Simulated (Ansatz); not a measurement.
Levels about the gap of amorphous Si$_{24}$O$_{49}$Mg (74 atoms in a cell of 1111 Å³, 2.22 g/cm³; zone centre alone, so wide bands show as single levels with stretches between that a denser mesh fills), at the geometry that PBE relaxed, where it gives 1.2 GPa on a denser mesh. The participation number counts the atoms over which a state spreads; weights are charges in smoothed Voronoi cells. The levels come from a single point, so bond lengths are those of that geometry. Method of the levels: PBE, scalar-relativistic without spin-orbit coupling (Ansatz, a quantum-chemistry and plane-wave program). Sampling: the zone centre alone; Fermi-Dirac width 0.02 eV; no spin polarisation. At PBE the levels at the filled edge of the gap are localised (band-tail or defect states), and the nearest spread-out levels lie 5.5 eV apart at the zone centre.

A CHGNet melt-quench gave the starting glass, which DFT then relaxed. O atoms were pushed apart under 1.9 Å during the dynamics, to hinder bonds among them. The hot cell started wider than the set density and was brought back towards it in steps. It is the lowest in DFT energy of 2 quenches. It is a model cell: composition and starting density were chosen by hand, and all elements were melted together. No dispersion term was used. Its density started from a set value of 2.22 and ended at 2.22 g/cm³. Cooling (nominally 400 K/ps over its main leg) ran many orders faster than in experiment, which tends to leave more defects and strain. A cell of this size samples the disorder only roughly. The volume was held where the preparation left it, at a PBE pressure of 1.2 GPa. Stress components on the final sampling reach 2.7 GPa.

```json
[
 {"E - E(highest filled), eV": "-0.61", "filling": "filled", "participation number": "8.2", "largest on": "O, 2 neighbours", "weight O": "0.96", "weight Si": "0.04", "weight Mg": "0.00"},
 {"E - E(highest filled), eV": "-0.52", "filling": "filled", "participation number": "8.3", "largest on": "O, 2 neighbours", "weight O": "0.95", "weight Si": "0.04", "weight Mg": "0.00"},
 {"E - E(highest filled), eV": "-0.47", "filling": "filled", "participation number": "6.8", "largest on": "O, 2 neighbours", "weight O": "0.95", "weight Si": "0.05", "weight Mg": "0.00"},
 {"E - E(highest filled), eV": "-0.33", "filling": "filled", "participation number": "4.3", "largest on": "O, 2 neighbours", "weight O": "0.94", "weight Si": "0.04", "weight Mg": "0.02"},
 {"E - E(highest filled), eV": "-0.29", "filling": "filled", "participation number": "6.8", "largest on": "O, 2 neighbours", "weight O": "0.95", "weight Si": "0.04", "weight Mg": "0.01"},
 {"E - E(highest filled), eV": "-0.12", "filling": "filled", "participation number": "3.3", "largest on": "O, 2 neighbours", "weight O": "0.95", "weight Si": "0.04", "weight Mg": "0.01"},
 {"E - E(highest filled), eV": "0.00", "filling": "filled", "participation number": "2.1", "largest on": "O, 2 neighbours", "weight O": "0.95", "weight Si": "0.03", "weight Mg": "0.02"},
 {"E - E(highest filled), eV": "4.66", "filling": "empty", "participation number": "61.1", "largest on": "Mg, 4 neighbours", "weight O": "0.70", "weight Si": "0.26", "weight Mg": "0.04"},
 {"E - E(highest filled), eV": "6.25", "filling": "empty", "participation number": "34.5", "largest on": "Mg, 4 neighbours", "weight O": "0.62", "weight Si": "0.27", "weight Mg": "0.10"},
 {"E - E(highest filled), eV": "6.38", "filling": "empty", "participation number": "47.8", "largest on": "Si, 4 neighbours", "weight O": "0.66", "weight Si": "0.33", "weight Mg": "0.01"},
 {"E - E(highest filled), eV": "6.45", "filling": "empty", "participation number": "23.9", "largest on": "Mg, 4 neighbours", "weight O": "0.63", "weight Si": "0.23", "weight Mg": "0.15"},
 {"E - E(highest filled), eV": "6.53", "filling": "empty", "participation number": "43.8", "largest on": "O, 2 neighbours", "weight O": "0.67", "weight Si": "0.30", "weight Mg": "0.02"},
 {"E - E(highest filled), eV": "6.69", "filling": "empty", "participation number": "44.6", "largest on": "Si, 4 neighbours", "weight O": "0.70", "weight Si": "0.27", "weight Mg": "0.03"}
]
```

Most localised among these is the filled level at +0.00 eV, on a O atom, which has 2 neighbours (Si 1.59 Å, Mg 1.86 Å).
